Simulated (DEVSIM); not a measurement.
Structure: abrupt Si n-p junction, at 300 K.

Layer 1 from the left is Si, thickness (μm) 20.0, Nd (cm⁻³) 5.4e15, τn (s) 3e-5, τp (s) 3e-5. Layer 2 from the left is Si, thickness (μm) 0.160, Na (cm⁻³) 7.2e17, τn (s) 3e-5, τp (s) 3e-5.

Left contact: ohmic. Right contact: ohmic. Voltage is applied to the left contact. Recombination: SRH at mid-gap. Mobility is constant in doping.

This is a model device: material constants are rounded textbook-type values typed into the input, and sizes, dopings and lifetimes were drawn at random. Values at 300 K.

Si: gap (eV) 1.124, affinity (eV) 4.05, permittivity 11.7, Nc (cm⁻³) 2.86e19, Nv (cm⁻³) 3.1e19, μn (cm²/Vs) 1417, μp (cm²/Vs) 470.

Model (solved in DEVSIM): 1D drift-diffusion, Boltzmann statistics, complete ionisation; no tunnelling, impact ionisation, image-force lowering or self-heating.

Dark forward current:

| |V| (V) | |J| (A/cm²) |
|---|---|
| 0.05 | 6.808e-10 |
| 0.10 | 4.530e-9 |
| 0.15 | 2.904e-8 |
| 0.20 | 1.928e-7 |
| 0.25 | 1.309e-6 |
| 0.30 | 8.977e-6 |
| 0.35 | 6.185e-5 |
| 0.40 | 0.0004268 |
| 0.45 | 0.002947 |
| 0.50 | 0.02034 |
| 0.55 | 0.1397 |
| 0.60 | 0.9304 |
| 0.65 | 5.348 |
| 0.70 | 21.67 |
| 0.75 | 60.02 |
| 0.80 | 127.1 |
| 0.85 | 226.4 |
| 0.90 | 360.1 |
| 0.95 | 529.3 |
| 1.00 | 734.7 |
| 1.05 | 976.8 |
| 1.10 | 1256 |
| 1.15 | 1571 |
| 1.20 | 1924 |
| 1.25 | 2313 |

Q: Work out the local ideality factor n = ΔV / (kT/q · ln(J2/J1)) between the rows 0.15 and 0.20 V, 0.40 and 0.45 V, 1.20 and 1.25 V.

A: kT/q = 25.85 mV. From 0.15 to 0.20 V: ln(1.928e-7/2.904e-8) = 1.893, n = 1.02, near the 1 of diffusion or emission over a barrier. From 0.40 to 0.45 V: ln(0.002947/0.0004268) = 1.932, n = 1.00, near the 1 of diffusion or emission over a barrier. From 1.20 to 1.25 V: ln(2313/1924) = 0.184, n = 10.50.

Q: Estimate the current at 0.35 V from the Shockley equation with J0 = Σ q ni² D/(N L) coth(W/L), τ joining the SRH, radiative and Auger lifetimes that are on, and W taken as the whole layer.

A: ni² = 1.16e20 cm⁻⁶; holes in the n layer: μ = 470 cm²/Vs, D = 12.1 cm²/s, τ = 3.00e-5 s, L = 191 μm, W/L = 0.10, term 2.10e-11 A/cm²; electrons in the p layer: μ = 1420 cm²/Vs, D = 36.6 cm²/s, τ = 3.00e-5 s, L = 331 μm, W/L = 0.00048, term 5.90e-11 A/cm². J0 = 8.00e-11 A/cm², and J = J0 exp(qV/kT) = 6.07e-5 A/cm². The simulation gives 6.18e-5 A/cm²; the estimate lies 1.9 % below. The estimate leaves out recombination in the depletion region and that region's share of W.
